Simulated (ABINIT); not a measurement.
σxx against uniaxial strain in rock-salt SnTe (space group 225): C11 (ABINIT, PBEsol)

```
SnTe
1.0
    0.00000     3.14283     3.14283
    3.09569     0.00000     3.14283
    3.09569     3.14283     0.00000
Sn Te
1 1
Direct
  0.00000   0.00000   0.00000
  0.50000   0.50000   0.50000
```

Level of theory: PBEsol, norm-conserving pseudopotentials (PseudoDojo nc-sr-04 PBEsol standard) (plane waves; ABINIT). Settings: pseudos = [Sn.upf, Te.upf]; ecut = 53 Ha; ixc = -116133; occopt = 3; tsmear = 0.01 eV; ngkpt = 10 10 10; nshiftk = 1; shiftk = 0 0 0; potentials = PseudoDojo nc-sr-04 PBEsol standard; nband = 21; kptopt = 1; nstep = 50; tolvrs = 1e-12. The cell above is the first row's. The rows stretch one cube axis (x) by the strain ε and hold the other two. Stress is positive in tension. In all rows fractional positions and the k mesh are held.

```
ε (%)  σxx (GPa)
-----  ---------
-1.5       -2.24
-1.0       -1.45
-0.5       -0.70
0.0         0.01
0.5         0.67
1.0         1.29
1.5         1.87
2.0            ?
```

Fit σxx against ε with a parabola, and predict the withheld value at ε = 2.0.

Least squares gives σxx = 0.007 + 1.3700·ε - 0.0857·ε². Residuals (row less fit): 0.001, -0.001, -0.001, 0.003, -0.001, -0.001, 0.001; standard error 0.002 (degrees of freedom: 4). The slope at ε = 0, 1.3700 GPa per cent, gives C11 ≈ 100 × 1.3700 = 137 GPa, for the static lattice. At the withheld row, σxx = 0.007 + 1.3700 × 2.0 - 0.0857 × 2.0² = 2.404 GPa. The calculation gives 2.42 GPa, 0.016 GPa above the prediction (0.3 % of the range of σxx in the table). The row lies outside the fitted rows, so this is an extrapolation.

Carrying the step between the two nearest rows on in a straight line would have given 2.45, off by 0.03; series whose last step already gives the withheld value aren't shown. The reference cell has the volume at which an earlier scan in this program and functional put its minimum by a fit. This is the room-temperature phase, which distorts on cooling and is held here by symmetry. The runs keep the symmetry of the cell, so they don't test it for distortions. The unstrained cell stands at a pressure of -0.01 GPa, and the constants belong to that pressure. By symmetry this strain leaves no force on the atoms; the largest in the rows is 0.000 eV/Å. The PBEsol files for Sn and Te were generated anew from PseudoDojo's inputs, some of which were changed. Spin-orbit coupling is off. Cutoffs and mesh are single choices, not tested for convergence of this quantity. Series with a scatter that would blur these digits, or in which a gap closes, are not shown. Strain series were run only where this level's volume lies within 10 % of a first guess from the measured size.
